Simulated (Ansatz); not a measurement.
## Thickness series in hypothetical diamond Na

The parent structure is Na in the diamond structure (space group Fd-3m, No. 227; a = 7.584 Å; a hypothetical phase, not in the database extracts checked). Axes: x, y, z lie along the cube axes.

Free-standing slabs (2 atom(s) a layer) normal to [110] with 15 Å of vacuum; in-plane cell held at bulk.

Calculations: PBE (Ansatz, a quantum-chemistry and plane-wave program), scalar-relativistic without spin-orbit coupling.

Question: Only one of these has a band gap. Which?
A) 7 layers
B) 6 layers
C) 3 layers
D) 2 layers
E) 5 layers

Answer: D, 2 layers. Computed: 5 layers: zero; 3 layers: zero; 2 layers: 0.09 eV; 7 layers: zero; 6 layers: zero

No phonon test of stability was made.
